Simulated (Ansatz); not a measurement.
Candidates (primitive cells; geometry: cell and atoms relaxed with PBEsol):
A. MgO (Fm-3m), a = b = c = 2.980 Å, α = β = γ = 60.00°
B. LiF (Fm-3m), a = 2.834 Å, b = 2.834 Å, c = 2.834 Å, α = 60.00°, β = 60.00°, γ = 60.00°
C. SrO (Fm-3m), a = b = c = 3.6221 Å, α = β = γ = 60.00°

Question: Put the candidates in order of electron conductivity mass, lowest first, for PBE, rigid bands (Ansatz, a program for electronic structure).

Answer: A (0.36 mₑ), C (0.52 mₑ), B (0.91 mₑ)

Masses are for dilute carriers at 300 K, harmonic means over directions unless an axis is named. Spin-orbit coupling is left out.
